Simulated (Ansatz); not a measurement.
The reference is C in the graphite type structure (space group P6_3/mmc, No. 194; a = 2.458 Å, c = 6.563 Å; layered, stacked along the Cartesian z axis).

Calculations: PBEsol-D3(BJ)/PAW in Ansatz (a quantum-chemistry and plane-wave program), scalar-relativistic without spin-orbit coupling.

One change was made to it. Results:

| quantity | base | after |
|---|---|---|
| c/a ratio | 2.670 | 2.761 |
| lattice parameter a | 2.458 Å | 2.460 Å |

Question: Name the change that was made.
A. pressure 1.5 GPa
B. pressure 0.7 GPa
C. pressure −2 GPa
D. pressure 5 GPa
E. pressure −1 GPa

Answer: E, pressure −1 GPa. For comparison, the c/a ratio in the other runs: pressure 1.5 GPa gives 2.586; pressure −2 GPa gives 3.006; pressure 5 GPa gives 2.470; pressure 0.7 GPa gives 2.626.

The mesh was chosen for an insulator and is coarse for the gapless case. Load acts through the strain it causes; cell and atoms are relaxed under it. Stability against distortions was not tested. No other phases were tried under pressure.
